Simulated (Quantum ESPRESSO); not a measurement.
A short convergence ladder for Ni3Ge (Pm-3m, 4 atoms in the cell)

```
CELL_PARAMETERS angstrom
      3.54092     0.00000     0.00000
      0.00000     3.54092     0.00000
      0.00000     0.00000     3.54092
ATOMIC_POSITIONS crystal
  Ni 0.50000 0.00000 0.50000
  Ni 0.00000 0.50000 0.50000
  Ni 0.50000 0.50000 0.00000
  Ge 0.00000 0.00000 0.00000
```

Base method: LDA (PZ), PSlibrary PAW (LDA) pseudopotentials (plane waves; Quantum ESPRESSO 7.5).

Base settings: ecutwfc = 50 Ry; ecutrho = 300 Ry; occupations = smearing; smearing = gauss; degauss = 0.0073499 Ry; potentials = {Ni: Ni.pz-n-kjpaw_psl.1.0.0.UPF, Ge: Ge.pz-n-kjpaw_psl.1.0.0.UPF}; K_POINTS = automatic 5 5 5 0 0 0; conv_thr = 1e-10 Ry; mixing_beta = 0.3.

**Zone-centre phonons against the cutoff**

In this ladder: ph.x.tr2_ph = 1e-14; ph.x.fildyn = dyn.G; dynmat.x.fildyn = dyn.G; dynmat.x.asr = simple. Moved along: ecutrho.

The mesh stays at the base's, so the ladder's end is converged at best in this setting alone.

Frequencies are those of the unrelaxed cell, without the LO-TO term of polar crystals.

Only quantities that move along the ladder and can be compared are tabulated.

```csv
ecutwfc,highest zone-centre frequency (cm⁻¹),lowest optical frequency (cm⁻¹)
25 Ry,298.6,167.4
35 Ry,288.1,164.4
50 Ry,287.3,164.3
75 Ry,287.7,164.7
```

Coarsest ecutwfc that holds the lowest optical frequency within 1 cm⁻¹ of the last step, with all finer ones: 35 Ry; the step before is off by 2.8 cm⁻¹.

Coarsest ecutwfc that holds the highest zone-centre frequency within 10 cm⁻¹ of the last step, with all finer ones: 35 Ry; the step before is off by 11 cm⁻¹.

On the base run: the starting cell comes from a database of computed structures (which also holds hypothetical and non-ambient phases and stackings), without a prior relaxation at this level. Its lattice was rescaled by up to half a per cent. Spin polarisation is off. In the base run, with a pressure of about -9 GPa the cell is away from its equilibrium volume at this level. Without a gap this mesh is coarse (it stands for a supercell whose shortest vector is 18 Å).
